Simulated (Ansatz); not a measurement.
Ansatz (a quantum-chemistry and plane-wave program) run on NaF (Fm-3m, 2 atoms in the cell): self-consistent single point.

Method of the run: PBE (plane waves, PAW; Ansatz).

The change in words: lattice scaled by 0.98. Reference geometry:
```
NaF
1.0
    0.00000     2.31500     2.31500
    2.31500     0.00000     2.31500
    2.31500     2.31500     0.00000
Na F
1 1
Cartesian
  0.00000   0.00000   0.00000
  2.31500   2.31500   2.31500
```

Reference input (self-consistent single point, DFT, PBE, plane waves, default PAW files): basis.ecutwfc = 420 eV; kpoints.mp_grid.grid = 6 6 6; hamiltonian.xc = pbe; hamiltonian.pseudopotentials = {kind: paw} (the program's default PAW files); scf.occupations.method = fermi_dirac; scf.occupations.width = 0.05 eV. This run's input differs from it in these lines:

```diff
@@ -2,5 +2,5 @@
   lattice:
-    - [0.000000, 2.315000, 2.315000]
-    - [2.315000, 0.000000, 2.315000]
-    - [2.315000, 2.315000, 0.000000]
+    - [0.000000, 2.268700, 2.268700]
+    - [2.268700, 0.000000, 2.268700]
+    - [2.268700, 2.268700, 0.000000]
   atoms:
```

Log, with long lists cut:

```
SCF iter   1: F=—  HF=-2297.386487 eV  |F-HF|=—  |Δ(HF+E_count)|=         —  Δρ=6.95e-4  dr2=6.65e-5  ethr=1.77e-3  ⟨swp⟩=5.1  Hψ=1070  notcnv=0
all-band conjugate gradients solve this SCF's bands
preconditioner: auto → none
SCF iter   2: F=—  HF=-2297.386127 eV  |F-HF|=—  |Δ(HF+E_count)|=   3.60e-4  Δρ=1.02e-3  dr2=1.38e-4  ethr=4.16e-7  ⟨swp⟩=2.6  Hψ=476  notcnv=0
SCF iter   3: F=—  HF=-2297.386103 eV  |F-HF|=—  |Δ(HF+E_count)|=   2.41e-5  Δρ=3.76e-4  dr2=1.64e-5  ethr=4.16e-7  ⟨swp⟩=2.0  Hψ=241  notcnv=0
SCF iter   4: F=—  HF=-2297.386118 eV  |F-HF|=—  |Δ(HF+E_count)|=   1.54e-5  Δρ=4.53e-5  dr2=1.62e-7  ethr=1.02e-7  ⟨swp⟩=2.1  Hψ=252  notcnv=0
SCF iter   5: F=—  HF=-2297.386119 eV  |F-HF|=—  |Δ(HF+E_count)|=   1.29e-6  Δρ=4.04e-5  dr2=2.59e-7  ethr=1.01e-9  ⟨swp⟩=2.0  Hψ=304  notcnv=0
SCF iter   6: F=-2297.386119 eV  HF=-2297.386119 eV  |F-HF|=2.45e-8  |Δ(HF+E_count)|=   6.83e-8  Δρ=1.31e-5  dr2=2.78e-8  ethr=6.25e-10  ⟨swp⟩=2.2  Hψ=618  notcnv=0
SCF 1 converged in 6 iterations: F = -2297.386119 eV  dr2 = 2.78e-8
Free energy (F): -2297.386119 eV
Internal energy: -2297.386119 eV  (E = F + TS)
E sigma→0 (E₀):  -2297.386119 eV
Fermi energy:    4.902892 eV
--- Forces (eV/Å), atoms counted from 1 ---
  atom   1  Na    -0.00000000    -0.00000000     0.00000000
  atom   2  F      0.00000000    -0.00000000    -0.00000000
--- Stress (GPa, compression-positive) ---
        6.065130       0.000000      -0.000000
       -0.000000       6.065130      -0.000000
        0.000000       0.000000       6.065130
  P = ⅓ Tr σ = 6.0651 GPa (60.651 kbar)
  The stress holds the Pulay correction. Without it, at fixed plane waves, as pw.x and ABINIT print it: P = 5.5727 GPa
```

The run converged in 6 iterations. Against the reference run the free energy goes up by 18.5 meV/atom, the pressure goes from 2.27 to 6.07 GPa and the gap on the mesh goes from 6.330 to 6.672 eV.

The starting cell has typed, rounded lattice constants, without a prior relaxation at this level. For this run, on top of that: lattice scaled by 0.98. With a pressure of about 6 GPa the cell is away from its equilibrium volume at this level. Ansatz's pressure includes its estimate of the finite-basis (Pulay) stress.

Keys are those of Ansatz 0.2.
